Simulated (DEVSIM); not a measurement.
System: Au/SiON/p-Ge capacitor, at 300 K.

| layer (left to right) | material | thickness (nm) | Na (cm⁻³) |
|---|---|---|---|
| 1 | SiON | 2.30 | - |
| 2 | Ge | 440 | 1.8e18 |

Metal gate on the left, work function 5.1 eV. Fixed charge at the semiconductor interface -3.7e11 cm⁻² (in units of +e); no interface traps.

The device is made up for the run: typed textbook-type constants, with dimensions and the other settings drawn at random. Values at 300 K.

```csv
parameter,SiON,Ge
gap (eV),7,0.664
affinity (eV),1.4,4
permittivity,5.5,16
Nc (cm⁻³),-,1.04e19
Nv (cm⁻³),-,6e18
```

DEVSIM, 1D Poisson equation in equilibrium, Boltzmann statistics, complete ionisation; no quantum confinement or tunnelling. Metal contacts follow the ideal Schottky-Mott rule: no Fermi-level pinning, no interface dipoles.

### Question
Tabulate band edges, carrier densities and field at 1.0 V on the gate.

### Answer
Energies count from the Fermi level of the right contact; mesh points crowd at the junctions.

```csv
x (μm),Ec (eV),Ev (eV),n (cm⁻³),p (cm⁻³),field (V/cm)
0.000,2.700,-4.300,< 1e2,< 1e2,1100000
0.0006329,2.768,-4.232,< 1e2,< 1e2,1100000
0.001227,2.831,-4.169,< 1e2,< 1e2,1100000
0.001888,2.902,-4.098,< 1e2,< 1e2,1100000
0.002768,0.361,-0.303,9.0e12,4.8e13,320000
0.003936,0.396,-0.268,2.3e12,1.9e14,290000
0.005941,0.451,-0.213,2.8e11,1.6e15,250000
0.01123,0.556,-0.108,4.7e9,9.2e16,150000
0.01845,0.618,-0.046,4.3e8,1.0e18,38000
0.03083,0.632,-0.032,2.5e8,1.8e18,1400
0.05381,0.633,-0.031,2.4e8,1.8e18,≈ 0
0.1081,0.633,-0.031,2.4e8,1.8e18,≈ 0
0.1846,0.633,-0.031,2.4e8,1.8e18,≈ 0
0.2856,0.633,-0.031,2.4e8,1.8e18,≈ 0
0.3683,0.633,-0.031,2.4e8,1.8e18,≈ 0
0.3996,0.633,-0.031,2.4e8,1.8e18,≈ 0
0.4179,0.633,-0.031,2.4e8,1.8e18,≈ 0
0.4291,0.633,-0.031,2.4e8,1.8e18,≈ 0
0.4364,0.633,-0.031,2.4e8,1.8e18,≈ 0
0.4393,0.633,-0.031,2.4e8,1.8e18,≈ 0
0.4410,0.633,-0.031,2.4e8,1.8e18,≈ 0
0.4423,0.633,-0.031,2.4e8,1.8e18,≈ 0
```
